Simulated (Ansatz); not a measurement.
## Fermi-surface data of CoSn under load (space group P6/mmm)

```
CELL_PARAMETERS angstrom
      5.21025     0.00000     0.00000
     -2.60513     4.51221     0.00000
      0.00000     0.00000     4.20361
ATOMIC_POSITIONS crystal
  Co 0.00000 0.50000 0.00000
  Co 0.50000 0.00000 0.00000
  Co 0.50000 0.50000 0.00000
  Sn 0.66667 0.33333 0.50000
  Sn 0.33333 0.66667 0.50000
  Sn 0.00000 0.00000 0.00000
```

Level of theory: PBEsol, rigid bands (plane waves, PAW, scalar-relativistic; Ansatz, a quantum-chemistry and plane-wave program). Condition of this run: uniaxial stress zz = -2 GPa (compression positive) (the target of the relaxation). Geometry: cell and atoms relaxed with PBEsol, then loaded as said.

```yaml
density of states at the Fermi level: 2.72 states/(eV·cell), both spins
bare Sommerfeld coefficient: 1.07 mJ/(mol of atoms·K²)
drude_plasma_energy: 1.76 (x), 1.76 (y), 6.9 (z) eV
root-mean-square Fermi velocity: 5.0e5 m/s
resistivity times τ: 158 (x), 158 (y), 10.3 (z) ×10⁻²² Ω·m·s
```

A metal at this level (no band gap); rigid bands, thermally averaged at 300 K, both spins. Spin-orbit coupling is left out. τ is one relaxation time for all states.

Treated as nonmagnetic (a ferromagnetic start lost its moment, other orders weren't tried): CoSn under load (space group P6/mmm).
